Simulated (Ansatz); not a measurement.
**WC, response to strain**

Start from WC (space group P-6m2, No. 187; a = 2.913 Å, c = 2.836 Å; relaxed with 0.1 eV smearing). Axes: x lies along a and z along c of the hexagonal cell.

Strains are applied to the cell and any free atomic positions relax; under biaxial strain the out-of-plane vector relaxes too; under stress the whole cell relaxes.

Calculations: r2SCAN/PAW in Ansatz (a quantum-chemistry and plane-wave program), no spin-orbit coupling, earlier PAW set.

Notes on the quantities. pressure: mean of the normal stresses, compression positive.

| case | volume per atom | pressure | space group |
|---|---|---|---|
| base | 10.42 Å³ | 0.0 GPa | P-6m2 (No. 187) |
| biaxial strain −4.18 %, plane normal [001], relaxed out of plane | 9.73 Å³ | 30.5 GPa | P-6m2 (No. 187) |
| biaxial strain −1.64 %, plane normal [001], relaxed out of plane | 10.14 Å³ | 10.8 GPa | P-6m2 (No. 187) |
| biaxial strain +3.91 %, plane normal [001], relaxed out of plane | 11.11 Å³ | -20.1 GPa | P-6m2 (No. 187) |
| uniaxial strain ε_yy = −0.49 % | 10.37 Å³ | ___ | Amm2 (No. 38) |
| uniaxial stress, 0.5 GPa compression along x | 10.42 Å³ | – | Amm2 (No. 38) |

Question: What belongs in the blanks?

Answer: 
- uniaxial strain ε_yy = −0.49 %, pressure: 1.9 GPa

Beyond what the load breaks, stability against distortions was not tested. All final runs are without spin polarisation.
